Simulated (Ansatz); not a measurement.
We consider fluorite PbF2 (high-temperature phase), described by r²SCAN0 (plane waves, PAW; Ansatz, an electronic-structure program).

Settings: plane-wave cutoff 520 eV, 8×8×8 k mesh, Fermi–Dirac smearing 0.01 eV, scalar-relativistic PAW data made under PBE.

Cell (relaxed at this level):

```cif
data_F8Pb4
_chemical_formula_sum 'Pb4 F8'
_space_group_name_H-M_alt 'Fm-3m'
_space_group_IT_number 225
_space_group_name_Hall '-F 4 2 3'
_cell_length_a 5.90274
_cell_length_b 5.90274
_cell_length_c 5.90274
_cell_angle_alpha 90.000
_cell_angle_beta 90.000
_cell_angle_gamma 90.000
loop_
_atom_site_label
_atom_site_type_symbol
_atom_site_symmetry_multiplicity
_atom_site_Wyckoff_symbol
_atom_site_fract_x
_atom_site_fract_y
_atom_site_fract_z
_atom_site_occupancy
Pb1 Pb 4 a 0.00000 0.00000 0.00000 1
F1 F 8 c 0.25000 0.25000 0.25000 1
```
(The calculation used a cell of 3 atoms; values per cell refer to that cell.)

Question: Give the computed bulk modulus B0, band gap, smallest direct gap on the k points sampled and direct gap at Γ.

Answer: 
* **bulk modulus B0**: 79.1 GPa
* **band gap**: 6.80 eV (on the SCF k mesh)
* **smallest direct gap on the k points sampled**: 6.94 eV
* **direct gap at Γ**: 12.17 eV

Measured, for comparison: bulk modulus 64 GPa (temperature not stated, not corrected to a static lattice; as tabulated in Cadelano and Cappellini (2011), arXiv:1107.5962). Computed (rounded) less measured: bulk modulus +24 %.

Spin–orbit coupling is not included; with these elements it can move the gap by several tenths of an eV or more.
